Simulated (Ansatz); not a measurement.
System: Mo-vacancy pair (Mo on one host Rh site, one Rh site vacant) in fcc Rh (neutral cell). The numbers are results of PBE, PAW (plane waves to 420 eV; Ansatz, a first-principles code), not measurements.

Cell of 32 host sites held at the relaxed PBE lattice; a 2×2×2 k-point mesh shifted by half a step; Fermi-Dirac width 0.10 eV, spin-restricted; finite-size errors left in. No zero-point or tunnelling terms. Forms of the defect that were not tried may lie lower. The start lies 0.50 eV above the lowest site run (PBE).

Barriers: single points on a 4×4×4 k-point mesh shifted by half a step at the bands' geometries (they differ from the bands' own by up to 0.13 eV, and are uncertain by about as much).

Relaxed starting cell (atoms counted from 1):

```xyz
31
Lattice="7.6600 0.0000 0.0000 0.0000 7.6600 0.0000 0.0000 0.0000 7.6600" Properties=species:S:1:pos:R:3 pbc="T T T"
Mo    -0.0027     0.0115     0.0244
Rh    -0.0030     0.0264     3.8289
Rh    -0.0030     3.8167     0.0390
Rh    -0.0030     3.7866     3.7992
Rh     3.8271     0.0040     0.0167
Rh     3.8271    -0.0050     3.8446
Rh     3.8271     3.8317     0.0078
Rh     3.8270     3.8376     3.8503
Rh    -0.0028     1.9159     5.7629
Rh    -0.0031     5.7502     1.9287
Rh    -0.0029     5.7727     5.7854
Rh     3.8270     1.9156     1.9282
Rh     3.8273     1.9215     5.7525
Rh     3.8266     5.7398     1.9342
Rh     3.8270     5.7433     5.7560
Rh     1.8829     0.0221     1.9205
Rh     1.9087     0.0023     5.7667
Rh     1.9064     3.8184     1.9318
Rh     1.9073     3.8370     5.7594
Rh     5.7716     0.0227     1.9205
Rh     5.7454     0.0020     5.7668
Rh     5.7478     3.8182     1.9318
Rh     5.7469     3.8374     5.7594
Rh     1.8820     1.9078     0.0360
Rh     1.9063     1.9191     3.8309
Rh     1.9087     5.7542     0.0147
Rh     1.9071     5.7466     3.8503
Rh     5.7713     1.9077     0.0352
Rh     5.7476     1.9192     3.8313
Rh     5.7453     5.7540     0.0149
Rh     5.7467     5.7467     3.8498
```

End state 1 differs by these moves (Å; atoms that move under 0.08 Å are left out):

```json
[
 {"atom": "1", "element": "Mo", "Δx": "0.00", "Δy": "1.90", "Δz": "1.90"}
]
```

Problem. What forward and backward barriers to end state 1 does PBE, PAW give?

Solution. forward 2.00 eV, backward 2.00 eV; at the saddle point atom 1 has neighbours 2 Rh at 2.44, 2 Rh at 2.45, 2 Rh at 2.97, 2 Rh at 3.02 Å. The saddle point's order was not checked, and it lies on a symmetry element of the cell, where a band can be held.

End state 2 differs by these moves (Å; atoms that move under 0.08 Å are left out):

| atom | element | Δx | Δy | Δz |
|---|---|---|---|---|
| 4 | Rh | 0.00 | -1.85 | -1.85 |

Problem. Estimate the forward and backward barriers to end state 2 that PBE, PAW returns for this input.

Solution. forward 1.53 eV, backward 2.03 eV; at the saddle point atom 4 has neighbours 4 Rh at 2.49, 2 Rh at 2.97, 2 Rh at 2.98 Å. The saddle point's order was not checked, and it lies on a symmetry element of the cell, where a band can be held.
